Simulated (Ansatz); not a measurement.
The parent structure is Ti in the hcp (Mg type) structure (space group P6_3/mmc, No. 194; relaxed with 0.1 eV smearing).

```xyz
2
Lattice="2.9367 0.0000 0.0000 -1.4684 2.5433 0.0000 0.0000 0.0000 4.6410" Properties=species:S:1:pos:R:3 pbc="T T T"
Ti     0.0000     1.6955     3.4807
Ti     1.4684     0.8478     1.1602
```

Calculations: Kohn–Sham DFT with the r2SCAN functional, run in Ansatz (a quantum-chemistry and plane-wave program) with PAW and 500 eV plane waves, no spin-orbit coupling, earlier PAW set.

Base values:

* **Pressure**: 0.0 GPa
* **Band gap**: zero

Now apply this change: an isotropic linear strain of +2.37 %; the atoms relax in the strained cell.

Q: Estimate the effect on the pressure.

A: The pressure (mean of the normal stresses, compression positive) goes from zero to -7.2 GPa.

Q: Predict the new energy relative to the base.

A: The energy rises by 30 meV/atom.

Q: Estimate the effect on the band gap.

A: The band gap stays zero.

Stability against distortions was not tested. All final runs are without spin polarisation.
